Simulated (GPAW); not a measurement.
GPAW is run on SrAl2 (P1, 6 atoms in the cell), and the run fails. The aim is a self-consistent single point with DFT LDA (Perdew-Wang 92), plane waves, GPAW PAW datasets LDA (gpaw-data 1.0.1).

Cell that was meant: a = 6.0903 Å, b = 6.0903 Å, c = 6.0903 Å, α = 133.50°, β = 98.86°, γ = 99.07°.

Part of the input:

```python
            nbands=-12,
            convergence={'density': 1e-05},
            symmetry={'symmorphic': False, 'tolerance': 0.0005},
            maxiter=8,
            txt='-')

atoms.calc = calc
```

Log, with long lists cut:

```
     iter     time        total  log10-change:
                         energy   eigst   dens
iter:   1 --:--:--   -22.547350
iter:   2 --:--:--   -22.516988   -1.54  -1.08
iter:   3 --:--:--   -22.217874   -1.96  -1.13
iter:   4 --:--:--   -22.303155   -2.10  -1.32
iter:   5 --:--:--   -22.204469   -2.50  -1.47
iter:   6 --:--:--   -22.210801   -3.62  -1.96
iter:   7 --:--:--   -22.197975c  -3.30  -2.14
iter:   8 --:--:--   -22.194887c  -3.86  -2.35

Did not converge!

Here are some tips:

1) Make sure the geometry and spin-state is physically sound.
2) Use less aggressive density mixing.
3) Solve the eigenvalue problem more accurately at each scf-step.
4) Use a smoother distribution function for the occupation numbers.
5) Try adding more empty states.
6) Use enough k-points.
7) Don't let your structure optimization algorithm take too large steps.
8) Solve the Poisson equation more accurately.
9) Better initial guess for the wave functions.

See details here:

    https://gpaw.readthedocs.io/documentation/convergence.html
Traceback (most recent call last):
   [... frames left out ...]
gpaw.KohnShamConvergenceError: Did not converge!  See text output for help.
```

What caused this, and what should be changed?

The fault is an iteration limit that is too low. The loop is cut before its threshold is met, so whatever is printed at the end is not self-consistent. To fix it, raise the limit, or leave it to the default. The run ended unconverged after 8 iterations.

The sound input it was made from differs as follows (other fixes are possible):
```diff
-            maxiter=8,
+            maxiter=120,
```

With that input, the run converged in 26 iterations: free energy E − TS (from the program's reference atoms) -22.2010 eV; Fermi level (on the code's own zero) 5.37 eV; pressure -2.16 GPa; largest force (vector length) 0.745 eV/Å (DFT LDA (Perdew-Wang 92), plane waves, GPAW PAW datasets LDA (gpaw-data 1.0.1)).

On the sound input: the starting cell comes from a database of computed structures (which also holds hypothetical and non-ambient phases and stackings), without a prior relaxation at this level. Its atoms were displaced at random from the sites of space group no. 74. Without a gap this mesh is coarse (it stands for a supercell whose shortest vector is 18 Å).
